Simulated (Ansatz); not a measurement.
Base system: Ge2Sb2Te5 (space group P-3m1, No. 164).

```yaml
crystal:
  lattice:
    - [4.14219, 0.00000, 0.00000]
    - [-2.07109, 3.58724, 0.00000]
    - [0.00000, 0.00000, 16.68373]
  atoms:
    - { symbol: Te, position: [0.00000, 0.00000, 0.00000] }
    - { symbol: Sb, position: [0.33333, 0.66667, 0.11821] }
    - { symbol: Sb, position: [0.66667, 0.33333, 0.88179] }
    - { symbol: Te, position: [0.66667, 0.33333, 0.22370] }
    - { symbol: Te, position: [0.33333, 0.66667, 0.77630] }
    - { symbol: Ge, position: [0.00000, 0.00000, 0.33958] }
    - { symbol: Ge, position: [0.00000, 0.00000, 0.66042] }
    - { symbol: Te, position: [0.33333, 0.66667, 0.42472] }
    - { symbol: Te, position: [0.66667, 0.33333, 0.57528] }
```

Calculations: PBEsol-D3(BJ) (Ansatz, a quantum-chemistry and plane-wave program, PAW, no SOC).

One change was made to it. Results:

```csv
quantity,base,after
c/a ratio,4.028,4.077
density,6.88 g/cm³,7.39 g/cm³
shortest interatomic distance,278.2 pm,273.7 pm
```

### Question
Name the change that was made.
A) pressure 18 GPa
B) pressure 4.2 GPa
C) pressure 9 GPa

### Answer
B, pressure 4.2 GPa. For comparison, the c/a ratio in the other runs: pressure 9 GPa gives 4.239; pressure 18 GPa gives 4.966.

From pressure 18 GPa on, the axis ratios lie over 15 % from the base's, so the cell there is far from its starting form. Load acts through the strain it causes; cell and atoms are relaxed under it. Whether these cells are dynamically stable was not tested. Competing high-pressure phases were not computed. All final runs are without spin polarisation. The program warned that a D3 coordination switch lies within reach, so dispersion energies are less smooth here.
